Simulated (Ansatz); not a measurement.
The starting structures come from a database of crystals and need not be the phases stable at ambient conditions.

 Where the default PAW files enter, the runs use the earlier of Ansatz's two default sets.

Evanescent states of SiO$_{2}$ (P6_422, not sure to be the ambient phase, 9 atoms a cell, 13.7 Å³ an atom) along the normal of (111)

The numbers are results of r2SCAN (plane waves, PAW; Ansatz, a first-principles code), not measurements.

The gap is the functional's own, uncorrected, and κ follows it; spin-orbit coupling is left out. Mid-gap values are interpolated between the computed energies.

Energies count from the valence-band top; κ is the least over a 4×4 mesh across the current.

```
E (eV)  κ (1/Å)  where
------  -------  -----
0.14      0.271  off Γ
0.43      0.396  off Γ
0.72      0.467      Γ
1.01      0.491      Γ
1.30      0.505      Γ
1.59      0.513      Γ
1.89      0.518      Γ
2.17      0.520      Γ
2.46      0.519      Γ
2.75      0.515      Γ
3.04      0.509      Γ
3.33      0.500      Γ
3.62      0.489      Γ
3.92      0.474      Γ
4.21      0.456      Γ
4.50      0.434      Γ
4.79      0.407      Γ
5.08      0.375      Γ
5.37      0.335      Γ
5.66      0.284      Γ
5.95      0.215      Γ
6.24      0.093      Γ
```

**Question.** How thick must the barrier be to attenuate the transmission by 10^6 when the electrodes' Fermi level lies at 4.79 eV, and what attenuation does that film give at 4.21 eV?

**Answer.** d = 6 ln 10 / (2 × 0.407) = 17.0 Å. At 4.21 eV it gives 6 × 0.456/0.407 = 6.7 decades.
